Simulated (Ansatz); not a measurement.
Input and output of a self-consistent single point for K₃Pd (P4mm, 4 atoms in the cell) (Ansatz, a program for electronic structure).

Level of theory: PBEsol, default PAW files made with PBE (plane waves; Ansatz).

```xyz
4
Lattice="5.4178 0.0000 0.0000 0.0000 5.4178 0.0000 0.0000 0.0000 5.4178" Properties=species:S:1:pos:R:3 pbc="T T T"
K      2.7089     2.7089     0.0500
K      0.0000     2.7089     2.7089
K      2.7089     0.0000     2.7089
Pd     0.0000     0.0000     0.0000
```

Reference input (self-consistent single point, DFT, PBEsol, plane waves, default PAW files made with PBE): basis.ecutwfc = 420 eV; kpoints.mp_grid.grid = 6 6 6; hamiltonian.xc = pbesol; hamiltonian.pseudopotentials = {kind: paw} (the program's default PAW files); scf.occupations.method = fermi_dirac; scf.occupations.width = 0.1 eV. This run's input differs from it in these lines:

Ansatz 0.2 input:
```diff
@@ -13,3 +13,3 @@
 kpoints:
-  mp_grid: { grid: [6, 6, 6] }
+  mp_grid: { grid: [10, 10, 10] }
 hamiltonian:
@@ -18,3 +18,3 @@
 scf:
-  occupations: { method: fermi_dirac, width: 0.1 eV }
+  occupations: { method: gaussian, width: 0.2 eV }
 output:
```

Output (repeated stretches shortened):

```
SCF iter   1: F=—  HF=-11453.577195 eV  |F-HF|=—  |Δ(HF+E_count)|=         —  Δρ=2.58e-3  dr2=2.27e-2  ethr=1.77e-3  ⟨swp⟩=5.6  Hψ=13995  notcnv=0
all-band conjugate gradients solve this SCF's bands
preconditioner: auto → Kerker (q_TF=auto, 2.211 Å⁻¹)
SCF iter   2: F=—  HF=-11453.575554 eV  |F-HF|=—  |Δ(HF+E_count)|=   1.64e-3  Δρ=1.53e-3  dr2=6.73e-3  ethr=5.04e-5  ⟨swp⟩=1.2  Hψ=4457  notcnv=0
SCF iter   3: F=—  HF=-11453.574765 eV  |F-HF|=—  |Δ(HF+E_count)|=   7.90e-4  Δρ=8.70e-4  dr2=4.29e-3  ethr=1.50e-5  ⟨swp⟩=2.0  Hψ=4042  notcnv=0
SCF iter   4: F=—  HF=-11453.574034 eV  |F-HF|=—  |Δ(HF+E_count)|=   7.30e-4  Δρ=3.19e-4  dr2=3.89e-4  ethr=9.54e-6  ⟨swp⟩=2.0  Hψ=4123  notcnv=0
SCF iter   5: F=—  HF=-11453.573962 eV  |F-HF|=—  |Δ(HF+E_count)|=   7.19e-5  Δρ=7.27e-5  dr2=9.95e-6  ethr=8.63e-7  ⟨swp⟩=2.3  Hψ=5015  notcnv=0
SCF iter   6: F=—  HF=-11453.573967 eV  |F-HF|=—  |Δ(HF+E_count)|=   4.59e-6  Δρ=2.09e-5  dr2=1.30e-6  ethr=2.21e-8  ⟨swp⟩=2.0  Hψ=4807  notcnv=0
SCF iter   7: F=-11453.573967 eV  HF=-11453.573967 eV  |F-HF|=4.21e-8  |Δ(HF+E_count)|=   2.15e-7  Δρ=5.31e-6  dr2=7.10e-8  ethr=2.22e-10  ⟨swp⟩=4.2  Hψ=14210  notcnv=0
SCF 1 converged in 7 iterations: F = -11453.573967 eV  dr2 = 7.10e-8
Free energy (F): -11453.573967 eV
Internal energy: -11453.523859 eV  (E = F + TS)
E sigma→0 (E₀):  -11453.548913 eV
Entropy (-TS):   -0.050109 eV (-12.527 meV/atom)
Fermi energy:    4.741110 eV
--- Forces (eV/Å), atoms counted from 1 ---
  atom   1  K      0.00000000     0.00000000    -0.08369643
  atom   2  K      0.00000000     0.00000000     0.03452300
  atom   3  K     -0.00000000     0.00000000     0.03452300
  atom   4  Pd    -0.00000000     0.00000000     0.01465685
--- Stress (GPa, compression-positive) ---
       -0.613100       0.000000       0.000000
        0.000000      -0.613100       0.000000
        0.000000       0.000000      -0.619154
  P = ⅓ Tr σ = -0.6151 GPa (-6.151 kbar)
  The stress holds the Pulay correction. Without it, at fixed plane waves, as pw.x and ABINIT print it: P = -0.6183 GPa
```

The run converged in 7 iterations. Against the reference run the free energy rises by 3.5 meV/atom, the pressure hardly changes (-0.61 to -0.62 GPa) and the largest force stays at 0.084 eV/Å.

The starting cell comes from a database of computed structures (which also holds hypothetical and non-ambient phases and stackings), without a prior relaxation at this level. Its lattice was rescaled by up to half a per cent. One atom was moved a little off its site on purpose. Spin polarisation is off. Ansatz's pressure includes its estimate of the finite-basis (Pulay) stress.
